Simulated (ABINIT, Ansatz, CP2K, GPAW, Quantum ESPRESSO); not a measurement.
## Si (Fd-3m, 2 atoms in the cell) computed with different codes at matched settings

Zone-centre phonon calculation.

```
Si
1.0
    0.00000     2.72185     2.72185
    2.72185     0.00000     2.72185
    2.72185     2.72185     0.00000
Si
2
Direct
  0.25000   0.25000   0.25000
  0.00000   0.00000   0.00000
```

Shared settings, as Ansatz (a first-principles code) writes them: kpoints.mp_grid.grid = 8 8 8; scf.occupations.method = fermi_dirac; scf.occupations.width = 0.0037 Ry. Potentials and cutoffs stand in the table.

```
code                                                                                             model  highest zone-centre frequency (cm⁻¹)       cutoff
----------------  ------------------------------------------------------------------------------------  ------------------------------------  -----------
ABINIT                 LDA (PW92), norm-conserving pseudopotentials (PseudoDojo nc-sr-04 LDA standard)                                   500        32 Ry
CP2K              LDA (Pade form), GPW, DZVP-MOLOPT-SR-GTH basis, GTH-PADE potentials (GTH_POTENTIALS)                                   505  grid 400 Ry
Ansatz                                                             LDA (PW92), PAW files made with PBE                                   501      default
Quantum ESPRESSO                LDA (PW92), PseudoDojo standard norm-conserving (LDA) pseudopotentials                                   500        35 Ry
GPAW                                     LDA (Perdew-Wang 92), GPAW PAW datasets LDA (gpaw-data 1.0.1)                                   503       600 eV
```

The spread over the programs that give each value: highest zone-centre frequency within 5.0 cm⁻¹.

CP2K uses small atom-centred bases, whose incompleteness enters pressures, forces and empty levels differently from a plane-wave cutoff.

The starting cell comes from a database of computed structures (which also holds hypothetical and non-ambient phases and stackings), without a prior relaxation at this level.

Keys are those of Ansatz 0.2.
